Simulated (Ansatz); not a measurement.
A periodic model of amorphous Si24O48Mn:

```yaml
crystal:
  lattice:
    - [10.32392, 0.00000, 0.00000]
    - [0.00000, 10.32392, 0.00000]
    - [0.00000, 0.00000, 10.32392]
  atoms:
    - { symbol: Si, position: [0.54592, 0.26134, 0.34793] }
    - { symbol: Si, position: [0.37518, 0.08431, 0.76245] }
    - { symbol: Si, position: [0.02074, 0.21461, 0.56883] }
    - { symbol: Si, position: [0.88936, 0.28268, 0.16613] }
    - { symbol: Si, position: [0.73289, 0.74128, 0.74601] }
    - { symbol: Si, position: [0.63895, 0.44864, 0.12503] }
    - { symbol: Si, position: [0.13903, 0.55719, 0.62262] }
    - { symbol: Si, position: [0.15652, 0.26606, 0.09347] }
    - { symbol: Si, position: [0.84352, 0.85622, 0.97502] }
    - { symbol: Si, position: [0.22850, 0.68187, 0.11275] }
    - { symbol: Si, position: [0.61444, 0.97995, 0.35224] }
    - { symbol: Si, position: [0.26108, 0.22081, 0.37145] }
    - { symbol: Si, position: [0.18128, 0.28837, 0.78198] }
    - { symbol: Si, position: [0.84838, 0.62958, 0.50632] }
    - { symbol: Si, position: [0.89412, 0.07220, 0.36937] }
    - { symbol: Si, position: [0.99271, 0.04249, 0.10037] }
    - { symbol: Si, position: [0.35173, 0.96164, 0.48265] }
    - { symbol: Si, position: [0.71949, 0.72493, 0.23000] }
    - { symbol: Si, position: [0.36182, 0.88091, 0.95281] }
    - { symbol: Si, position: [0.32077, 0.62152, 0.84311] }
    - { symbol: Si, position: [0.73530, 0.35973, 0.57473] }
    - { symbol: Si, position: [0.60496, 0.96407, 0.87045] }
    - { symbol: Si, position: [0.22030, 0.69850, 0.38696] }
    - { symbol: Si, position: [0.58369, 0.47786, 0.81633] }
    - { symbol: O, position: [0.96801, 0.98651, 0.25227] }
    - { symbol: O, position: [0.32764, 0.23472, 0.75425] }
    - { symbol: O, position: [0.40344, 0.27507, 0.41707] }
    - { symbol: O, position: [0.98973, 0.59259, 0.57069] }
    - { symbol: O, position: [0.87582, 0.22028, 0.31278] }
    - { symbol: O, position: [0.30595, 0.81458, 0.45977] }
    - { symbol: O, position: [0.38244, 0.76603, 0.84568] }
    - { symbol: O, position: [0.65051, 0.37317, 0.71229] }
    - { symbol: O, position: [0.14397, 0.41337, 0.69131] }
    - { symbol: O, position: [0.75678, 0.50258, 0.50923] }
    - { symbol: O, position: [0.07368, 0.68233, 0.12494] }
    - { symbol: O, position: [0.25441, 0.27429, 0.21920] }
    - { symbol: O, position: [0.57468, 0.11748, 0.28043] }
    - { symbol: O, position: [0.78589, 0.74124, 0.59768] }
    - { symbol: O, position: [0.97861, 0.07624, 0.50160] }
    - { symbol: O, position: [0.33185, 0.01083, 0.63082] }
    - { symbol: O, position: [0.59576, 0.43831, 0.97194] }
    - { symbol: O, position: [0.82945, 0.68745, 0.35058] }
    - { symbol: O, position: [0.30083, 0.00910, 0.88162] }
    - { symbol: O, position: [0.51142, 0.91911, 0.99057] }
    - { symbol: O, position: [0.27434, 0.06156, 0.38360] }
    - { symbol: O, position: [0.64909, 0.28137, 0.46740] }
    - { symbol: O, position: [0.55295, 0.36429, 0.22710] }
    - { symbol: O, position: [0.42931, 0.51406, 0.79212] }
    - { symbol: O, position: [0.29903, 0.64659, 0.25308] }
    - { symbol: O, position: [0.62194, 0.84173, 0.27254] }
    - { symbol: O, position: [0.53232, 0.08450, 0.79566] }
    - { symbol: O, position: [0.80573, 0.77975, 0.10932] }
    - { symbol: O, position: [0.13638, 0.26636, 0.46431] }
    - { symbol: O, position: [0.27947, 0.58623, 0.99303] }
    - { symbol: O, position: [0.76123, 0.99981, 0.40726] }
    - { symbol: O, position: [0.64131, 0.59816, 0.18008] }
    - { symbol: O, position: [0.88213, 0.15378, 0.07303] }
    - { symbol: O, position: [0.66812, 0.60703, 0.79059] }
    - { symbol: O, position: [0.98332, 0.92324, 0.00116] }
    - { symbol: O, position: [0.74524, 0.97766, 0.94157] }
    - { symbol: O, position: [0.13257, 0.10889, 0.08795] }
    - { symbol: O, position: [0.50944, 0.96324, 0.46588] }
    - { symbol: O, position: [0.19652, 0.64077, 0.74460] }
    - { symbol: O, position: [0.17827, 0.31038, 0.94096] }
    - { symbol: O, position: [0.27983, 0.83113, 0.07527] }
    - { symbol: O, position: [0.62811, 0.85753, 0.75548] }
    - { symbol: O, position: [0.03041, 0.34807, 0.14352] }
    - { symbol: O, position: [0.85210, 0.76333, 0.84906] }
    - { symbol: O, position: [0.88255, 0.29666, 0.58963] }
    - { symbol: O, position: [0.78594, 0.39282, 0.13395] }
    - { symbol: O, position: [0.22856, 0.57494, 0.49436] }
    - { symbol: O, position: [0.07736, 0.18509, 0.71580] }
    - { symbol: Mn, position: [0.01752, 0.76719, 0.28154] }
```

Methods: PBE, scalar-relativistic without spin-orbit coupling (Ansatz, a program for electronic structure); r2SCAN, scalar-relativistic without spin-orbit coupling (Ansatz); HSE06, scalar-relativistic without spin-orbit coupling (Ansatz). Neutral PBE cell, which sets geometry, pressure and energy: sampling: a 2×2×2 Γ-centred mesh; Fermi-Dirac width 0.01 eV; collinear spin, started from moments on atoms; no Hubbard U, moments started parallel, and no other order was tried. In the spin-polarised cell the level spacing at the Fermi energy can part levels of unlike spin. Exact exchange is cut at the faces of this 10 Å cell, which leaves hybrid gaps a finite-size error.

It comes from a melt-quench run on a machine-learned potential (CHGNet), relaxed afterwards by DFT. O atoms were pushed apart under 1.9 Å during the dynamics, to hinder bonds among them. The hot cell started wider than the set density and was brought back towards it in steps. It is the lowest in DFT energy of 2 quenches. It is a model cell: composition and starting density were chosen by hand, and all elements were melted together. No dispersion term was used. Its density started from a set value of 2.26 and ended at 2.26 g/cm³. The quench (nominally 480 K/ps over its main leg) was far faster than any real one, so the model tends to hold more defects than a real film. Values belong to this one cell and scatter from quench to quench. The volume was held where the preparation left it. Cycles of charging lowered its energy after that relaxation.

Give the pressure, the energy against reference phases and the spacing of the highest filled and lowest empty levels.


```yaml
Pressure on a 2×2×2 Γ-centred mesh: -1.16 GPa
Largest force and stress component on that mesh (the relaxation ran on the zone centre alone): 0.07 eV/Å and 4.4 GPa
Energy relative to alpha cristobalite + fcc-type Mn, layered antiferromagnet (lowest mix at this level among the phases computed, not always the ambient ones): 14.1 kJ/mol-atom
Level spacing at the Fermi energy on a 2×2×2 Γ-centred mesh (PBE): 1.38 eV
Level spacing at the Fermi energy at the zone centre (PBE): 1.41 eV
Level spacing at the Fermi energy at the zone centre (r2SCAN): 2.29 eV
Level spacing at the Fermi energy at the zone centre (HSE06): 3.30 eV
Distance between the nearest levels spread over more than a fifth of the atoms or a third of the atoms of their main element (six at least) (PBE, zone centre): 5.21 eV
net_moment: 5.00 μB
```

At PBE and the zone centre, how localised are the states just below and above the Fermi level (participation number: the atoms over which a state spreads)?

The highest filled state is spread over 4.0 atoms' worth, largest on Mn73, with weights by element (charge in smoothed Voronoi cells) Mn 0.45, O 0.36, Si 0.20. The lowest empty state is spread over 1.8 atoms' worth, largest on Mn73, with weights by element (charge in smoothed Voronoi cells) Mn 0.75, O 0.16, Si 0.10.

At PBE the levels at both edges of the gap are localised (band-tail or defect states), and the nearest spread-out levels lie 5.2 eV apart at the zone centre.

Bonds are counted up to Si-Si 2.60 Å, Si-O 1.92 Å, Si-Mn 2.75 Å, O-O 1.58 Å, O-Mn 2.46 Å, Mn-Mn 3.06 Å. Two cations that share two anions don't count as bonded, nor two that share one unless they lie closer than Si-Si 2.38 Å, Si-Mn 2.68 Å, Mn-Mn 2.97 Å.

Added carriers, by Ansatz with PBE, scalar-relativistic without spin-orbit coupling on the zone centre alone. Charged cells keep the cell fixed and stand in a uniform background, with no image correction, at a width of 0.01 eV; where the count is odd the moment is locked at 1 μB, unless the neutral cell bore moments. Each starts from the undistorted neutral geometry alone. PBE's self-interaction favours spread-out carriers, so it can miss traps that a hybrid finds.

What happens at PBE when the cell takes an extra electron and the atoms relax?

Relaxation lowers the charged cell by 2.41 eV. The largest moves are Mn73 0.93 Å, O52 0.91 Å, O42 0.82 Å, O28 0.69 Å. The neutral cell had unpaired spins already, so no single level is told as the carrier's. Bonds broken: Si14-O42, O25-Mn73. Made neutral again at that geometry, the cell lies +0.92 eV from the neutral start.

What happens at PBE when the cell takes a hole and the atoms relax?

Relaxation lowers the charged cell by 0.71 eV. The largest moves are O30 0.31 Å, Mn73 0.21 Å, O35 0.20 Å, O62 0.20 Å. The neutral cell had unpaired spins already, so no single level is told as the carrier's. No bond crosses its cut-off with a change of over 0.15 Å (metal-metal contacts aside). Made neutral again at that geometry, the cell lies +0.68 eV from the neutral start.
